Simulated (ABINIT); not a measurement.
Input and output of a self-consistent single point for Mg6CuBi (Amm2, 8 atoms in the cell) (ABINIT).

Level of theory: LDA (PW92), PAW (JTH v2.0 LDA PAW) (plane waves; ABINIT).

```
CELL_PARAMETERS angstrom
      4.98487     0.00000     0.00000
      0.00000     3.24580     5.45747
      0.00000    -3.24580     5.45747
ATOMIC_POSITIONS crystal
  Mg 0.50000 0.83276 0.33606
  Mg 0.50000 0.33606 0.83276
  Mg 0.00000 0.68603 0.14429
  Mg 0.00000 0.14429 0.68603
  Mg 0.00000 0.67115 0.67115
  Mg 0.00000 0.15954 0.15954
  Cu 0.50000 0.83604 0.83604
  Bi 0.50000 0.33412 0.33412
```

Reference input (self-consistent single point, DFT, PBEsol, plane waves, PAW (JTH v2.0 PBE PAW, files made for PBE)): pseudos = [Mg.GGA_PBE-JTH.xml, Cu.GGA_PBE-JTH.xml, Bi.GGA_PBE-JTH.xml]; ecut = 30 Ha; pawecutdg = 60 Ha; pawxcdev = 0; ixc = -116133; occopt = 7; tsmear = 0.136 eV; ngkpt = 4 3 3; nshiftk = 1; shiftk = 0 0 0; potentials = JTH v2.0 PBE PAW; nband = 59. This run's input differs from it in these lines:

```diff
@@ -1,4 +1,4 @@
-# Mg6CuBi, JTH v2.0 PBE PAW
+# Mg6CuBi, JTH v2.0 LDA PAW
 pp_dirpath "./"
-pseudos "Mg.GGA_PBE-JTH.xml, Cu.GGA_PBE-JTH.xml, Bi.GGA_PBE-JTH.xml"
+pseudos "Mg.LDA_PW-JTH.xml, Cu.LDA_PW-JTH.xml, Bi.LDA_PW-JTH.xml"
 acell 9.4200390669 11.9992660295 11.9992660295
@@ -25,3 +25,2 @@
 pawxcdev 0
-ixc -116133
 occopt 7
```

Its files differ too (potentials: JTH v2.0 PBE PAW → JTH v2.0 LDA PAW).

Output, abridged:

```
--- !BeginCycle
solver: {iscf: 17, nstep: 60, nline: 4, wfoptalg: 10, }
tolerances: {tolvrs: 1.00E-12, }
...

     iter   Etot(hartree)      deltaE(h)  residm     nres2
 ETOT  1  -627.96570581152    -6.280E+02 2.744E+01 1.898E+02
 ETOT  2  -656.51010893175    -2.854E+01 3.684E-01 3.925E+03
 ETOT  3  -651.46073630223     5.049E+00 4.883E-01 8.451E+01
 ETOT  4  -651.69787511352    -2.371E-01 1.562E-01 1.301E+02
 ETOT  5  -651.58843818560     1.094E-01 6.098E-02 1.021E+02
   [... 13 lines left out ...]
 ETOT 19  -651.40330801282    -1.137E-13 4.887E-05 1.175E-10
 ETOT 20  -651.40330801283    -6.708E-12 5.005E-05 1.262E-10
 ETOT 21  -651.40330801283    -1.933E-12 3.276E-05 1.724E-12
 ETOT 22  -651.40330801283     6.935E-12 1.655E-05 5.069E-13
 At SCF step   22       nres2   =  5.07E-13 < tolvrs=  1.00E-12 =>converged.

 Cartesian components of stress tensor (hartree/bohr^3)
  sigma(1 1)=  1.65006054E-04  sigma(3 2)=  0.00000000E+00
  sigma(2 2)=  5.79157889E-05  sigma(3 1)=  0.00000000E+00
  sigma(3 3)=  9.69442260E-05  sigma(2 1)=  0.00000000E+00

 ----iterations are completed or convergence reached----

 reduced coordinates (array xred) for    8 atoms
       0.500000002184      0.832760003619      0.336060001487
       0.500000002184      0.336060001487      0.832760003619
       0.000000002184      0.686030002977      0.144290000651
       0.000000002184      0.144290000651      0.686030002977
       0.000000002184      0.671150002932      0.671150002932
       0.000000002184      0.159540000697      0.159540000697
   [... lines left out ...]
 Fermi (or HOMO) energy (eV) =   5.20624   Average Vxc (eV)=  -8.98381
   [... lines left out ...]
'-kT*entropy'       : -7.62548710146331E-04
total_energy        : -6.51403308052478E+02
total_energy_eV     : -1.77255854630898E+04
...

-Cartesian components of stress tensor (GPa)         [Pressure= -3.1369E+00 GPa]
- sigma(1 1)=  4.85464491E+00  sigma(3 2)=  0.00000000E+00
- sigma(2 2)=  1.70394105E+00  sigma(3 1)=  0.00000000E+00
- sigma(3 3)=  2.85219712E+00  sigma(2 1)=  0.00000000E+00

 Calculation completed.
```

The run converged in 22 iterations. Against the reference run the pressure goes from -1.49 to -3.14 GPa and the largest force goes from 0.206 to 0.193 eV/Å.

The starting cell comes from a database of computed structures (which also holds hypothetical and non-ambient phases and stackings), without a prior relaxation at this level. Spin polarisation is off. With a pressure of about -3 GPa the cell is away from its equilibrium volume at this level.

Cost on one core of a shared machine: roughly 6 min.
